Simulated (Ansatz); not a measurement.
**AuZn: energy against volume**

AuZn (CsCl type, Pm-3m, 15.312 Å³/atom and stress up to 0.01 GPa in the relaxed cell, cube axes along x, y and z) under hydrostatic pressure, with the cell free. PBEsol in Ansatz, a plane-wave DFT program (PAW, default set), 420 eV, 15×15×15 Γ-centred mesh, Fermi-Dirac smearing 0.05 eV; ions are relaxed, or left where forces stay under 0.02 eV/Å, within the symmetry of each cell.

Here V stands for volume and E for E less E0.

```csv
volume (Å³/atom),E less E0 (meV/atom),pressure (GPa)
15.5377,1.43,-2.01
15.4226,0.35,-1.01
15.3119,0.00,0.00
15.2179,0.26,0.89
15.0979,1.38,2.09
14.8726,5.99,4.50
14.5017,21.51,9.01
14.0822,?,?
```

The 7 complete rows are fitted with the third-order Birch-Murnaghan form, a cubic in V^(-2/3), E against V. With u = V^(-2/3) - 0.1635, the rows have u = -0.0029012, -0.0021032, -0.0013262, -0.0006591, 0.0002026, 0.0018517, 0.0046592. Least squares gives E = 1.037 + 1565.1·u + 594299·u² + 2768452·u³. Residuals (row less fit): -0.001, 0.002, 0.000, -0.003, 0.001, 0.000, 0.000; standard error 0.002 (degrees of freedom: 3). Its minimum lies at u = -0.0013291, so V0 = (0.1621709)^(-3/2) = 15.31. There d²E/du² = 1167000 and d³E/du³ = 1.661e7, so B0 = (4/9) × 15.31^(-7/3) × 1167000 × 0.160218 = 143 GPa (the last factor turns the table's units into GPa), and B0' = 4 + (2/3) × 0.1621709 × (1.661e7)/1167000 = 5.5. B0' rests on the cubic coefficient alone and has a standard error of 0.1 from these residuals.

**Question.** What does the fit predict for E at V = 14.0822, and how far is the calculated value from it?

**Answer.** u = 0.0079824, so E = 1.037 + 1565.1 × 0.0079824 + 594299 × 0.0079824² + 2768452 × 0.0079824³ = 52.806 meV/atom. The calculation gives 52.75 meV/atom, 0.056 meV/atom below the prediction (0.1 % of the range of E in the table). The row lies outside the fitted rows, so this is an extrapolation. The scatter of the fitted rows lies at the last printed digit.

In a metal these values are sensitive to mesh and smearing; energies are taken to zero smearing, stresses follow the free energy. Spin-orbit coupling is left out, which can shift these values for the heavy elements here. Other structures, which can take over under pressure, weren't tried. The same form fitted to the pressure column gives B0' = 5.4; series where the two differ by over 0.4 aren't shown. Rows are the converged runs of the series near zero and its far end, less any whose ions stayed unrelaxed beside relaxed ones; series whose fitted rows scatter by over a few per cent of the range, as at a crossing or softening among them, aren't shown in this form.
